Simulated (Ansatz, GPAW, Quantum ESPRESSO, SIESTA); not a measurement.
Code comparison for Na2AlGe2 (P1, 5 atoms in the cell)

Self-consistent single point, at a second geometry (atoms moved at random). First geometry:

```yaml
crystal:
  lattice:
    - [2.93429, 0.00000, 0.00000]
    - [0.00000, 2.93429, 0.00000]
    - [0.00000, 0.00000, 14.29703]
  atoms:
    - { symbol: Na, position: [0.50000, 0.50000, 0.61045] }
    - { symbol: Na, position: [0.50000, 0.50000, 0.38955] }
    - { symbol: Al, position: [0.50000, 0.50000, 0.00000] }
    - { symbol: Ge, position: [0.50000, 0.50000, 0.18303] }
    - { symbol: Ge, position: [0.50000, 0.50000, 0.81697] }
```

Second geometry:
```
CELL_PARAMETERS angstrom
      2.93429     0.00000     0.00000
      0.00000     2.93429     0.00000
      0.00000     0.00000    14.29703
ATOMIC_POSITIONS crystal
  Na 0.52429 0.48951 0.61166
  Na 0.48658 0.49822 0.38866
  Al 0.49120 0.50400 0.00069
  Ge 0.51090 0.51369 0.18837
  Ge 0.48704 0.49457 0.81062
```

Shared settings, as Ansatz (a quantum-chemistry and plane-wave program) writes them: kpoints.mp_grid.grid = 8 8 2; scf.occupations.method = gaussian; scf.occupations.width = 0.05 eV. Potentials and cutoffs stand in the table.

| code | model | ΔF from the first geometry (meV/atom) | pressure (GPa) | largest force (eV/Å) | cutoff |
|---|---|---|---|---|---|
| SIESTA | GGA PBEsol, numerical atomic orbitals DZP, PseudoDojo PBEsol standard norm-conserving potentials (rewritten from UPF to PSML) | 11.1 | -2.26 | 0.551 | grid 400 Ry |
| Quantum ESPRESSO | PBEsol, GBRV 1.5 ultrasoft (PBESOL) pseudopotentials | 13.6 | -2.68 | 0.632 | 50 Ry |
| Ansatz | PBEsol, PAW files made with PBE | 13.3 | -2.65 | 0.623 | 420 eV |
| GPAW | PBEsol, GPAW PAW datasets PBEsol (made by gpaw-setup) | 13.1 | -2.64 | 0.618 | 850 eV |

Size of the force on each atom (eV/Å): Sizes of forces hide their directions.

| code | Na1 | Na2 | Al3 | Ge4 | Ge5 |
|---|---|---|---|---|---|
| SIESTA | 0.137 | 0.092 | 0.066 | 0.448 | 0.551 |
| Quantum ESPRESSO | 0.085 | 0.048 | 0.060 | 0.536 | 0.632 |
| Ansatz | 0.081 | 0.045 | 0.060 | 0.527 | 0.623 |
| GPAW | 0.085 | 0.048 | 0.062 | 0.519 | 0.618 |

The spread over the programs that give each value: ΔF from the first geometry within 2.5 meV/atom; pressure within 0.42 GPa; largest force within 0.081 eV/Å.

SIESTA uses small atom-centred bases, whose incompleteness enters pressures, forces and empty levels differently from a plane-wave cutoff. Ansatz's pressure is given at a fixed set of plane waves, as the other plane-wave codes print theirs. In the force vectors, SIESTA (by 0.080) lies more than 0.08 eV/Å from the median of the plane-wave programs.

The starting cell comes from a database of computed structures (which also holds hypothetical and non-ambient phases and stackings), without a prior relaxation at this level. Its lattice was rescaled by a random factor within 2.5 % of one. For this run, on top of that: atoms moved at random.

Keys are those of Ansatz 0.2.
